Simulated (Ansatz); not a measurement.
We consider L1₂ (Cu3Au-type) Al₃Sc, described by PBE0-D3(BJ) in Ansatz (plane waves, PAW).

Numerical settings: plane-wave cutoff 460 eV, 8×8×8 k mesh, Fermi–Dirac smearing 0.05 eV, scalar-relativistic PAW data made under PBE.

Energies at three volumes about the minimum:

| V (Å³/atom) | E − E_lowest (meV/atom) |
|---|---|
| 15.923 | 3.26 |
| 16.238 | 0.00 |
| 16.739 | 2.96 |

**Question.** Fit a parabola by hand: where is the minimum, what lattice constant follows, and what is the bulk modulus?

**Answer.** Slopes: (0.00 − 3.26)/(16.238 − 15.923) = -10.349 and (2.96 − 0.00)/(16.739 − 16.238) = 5.908 meV/Å³. Curvature E″ = 2 × (5.908 − (-10.349))/(16.739 − 15.923) = 39.846 meV/Å⁶. From the middle of the first interval, the slope vanishes at V0 = 16.0805 − (-10.349)/39.846 = 16.340 Å³/atom. B = V0 E″ = 16.340 × 39.846 meV/Å³ × 0.1602 GPa per meV/Å³ = 104 GPa. With 4 atoms in the cube, a = (4 × 16.340)^(1/3) = 4.028 Å. The full Birch–Murnaghan fit to all volumes gives V0 = 16.332 Å³/atom and B0 = 103 GPa.

Measured, for comparison: bulk modulus 91.5 ± 1 GPa (298 K, not corrected to a static lattice, polycrystal; as tabulated in A Combined Experimental and First-Principles Based Assessment of …); lattice constant a 4.103 Å (room temperature, not corrected to a static lattice; as tabulated in A Combined Experimental and First-Principles Based Assessment of …). Computed (rounded) less measured: bulk modulus +13 %.

Ansatz is a program for electronic structure.
